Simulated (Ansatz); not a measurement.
CeO2 (P4₂/mnm, No. 136, 6 atoms in the cell; start mp-1018664; a measured phase of this formula has another space group) was calculated with PBEsol (plane waves, PAW; Ansatz, a quantum-chemistry and plane-wave program).

Run with plane-wave cutoff 520 eV, 8×8×10 k mesh (along the axes of the cell as run), Fermi–Dirac smearing 0.01 eV, no spin polarisation, scalar-relativistic PAW data made under PBE.

Cell (relaxed at this level):

```
CeO2
1.0
    5.07557     0.00000     0.00000
    0.00000     5.07557     0.00000
    0.00000     0.00000     3.60304
Ce O
2 4
Direct
  0.50000   0.50000   0.50000
  0.00000   0.00000   0.00000
  0.81295   0.18705   0.50000
  0.18705   0.81295   0.50000
  0.31295   0.31295   0.00000
  0.68705   0.68705   0.00000
```

Estimate the band gap and bulk modulus that the calculation returns.


- band gap = 2.12 eV (on the SCF k mesh)
- bulk modulus = 133 GPa

Note: the relaxation could not lower the start's symmetry, so the cell can be a saddle point above a distorted one; the 4f shell is treated without U or exact exchange, so its levels and filling can be wrong; the bulk modulus is −V dP/dV from two relaxed cells at ±2 % in volume.

Spin–orbit coupling is not included.

Computed values are for the static lattice.

The result took about 3 core-minutes (a rough figure).

A start named mp-… is a Materials Project structure, which need not be a measured phase.
